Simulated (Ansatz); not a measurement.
The parent structure is Re2B (space group P4/nmm, No. 129; a hypothetical phase, not in the database extracts checked).

```yaml
crystal:
  lattice:
    - [3.51259, 0.00000, 0.00000]
    - [0.00000, 3.51259, 0.00000]
    - [0.00000, 0.00000, 5.94047]
  atoms:
    - { symbol: Re, position: [0.00000, 0.00000, 0.00000] }
    - { symbol: Re, position: [0.50000, 0.50000, 0.00000] }
    - { symbol: Re, position: [0.50000, 0.00000, 0.35000] }
    - { symbol: Re, position: [0.00000, 0.50000, 0.65000] }
    - { symbol: B, position: [0.50000, 0.00000, 0.71204] }
    - { symbol: B, position: [0.00000, 0.50000, 0.28796] }
```

Cartesian axes are those of the cell as printed.

Calculations: PBE-D3(BJ) (Ansatz, a program for electronic structure), no SOC.

Before the change:

- Band gap = zero
- Volume per atom = 12.22 Å³
- Pressure = 0.0 GPa

The change: compressive biaxial strain of 0.61 % in the plane normal to [001], as in epitaxy on a mismatched substrate; the out-of-plane cell vector and the atoms relax.

Question: What does the calculation give for the band gap after the change?

Answer: The band gap stays zero.

Question: What happens to the volume per atom?

Answer: The volume per atom decreases by 0.10 Å³ to 12.12 Å³.

Question: Estimate the effect on the pressure.

Answer: The pressure (mean of the normal stresses, compression positive) goes from zero to 2.5 GPa.

Without a gap, meshes like the base's 13×13×8 leave anisotropic stresses uncertain by several tenths of a GPa, and small strain energies with them. No phonon test of stability was made. All final runs are without spin polarisation. The program warned that a D3 coordination switch lies within reach, so dispersion energies are less smooth here.
